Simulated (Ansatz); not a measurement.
**PbSe: pressure series**

Take PbSe in the rock salt structure (space group Fm-3m, No. 225; a = 6.102 Å) as the base.

Cell and atoms are relaxed at each pressure.

All numbers come from DFT with PBEsol, PAW potentials and a 420 eV plane-wave cutoff in Ansatz (a first-principles code), without spin-orbit coupling.

| case | lattice parameter a | band gap |
|---|---|---|
| base | 6.102 Å | 0.17 eV |
| pressure −2 GPa | 6.186 Å | 0.30 eV |
| pressure −1 GPa | 6.142 Å | 0.23 eV |
| pressure 0.9 GPa | 6.069 Å | 0.11 eV |
| pressure 2.1 GPa | 6.028 Å | zero |

Spin-orbit coupling, missing from the scalar runs, can matter with Pb. Load acts through the strain it causes; cell and atoms are relaxed under it. Stability against distortions was not tested. All final runs are without spin polarisation. Gaps under 0.05 eV, about the width of the smearing, are given as zero. The zero or small gap of PbSe can change with the level of theory.
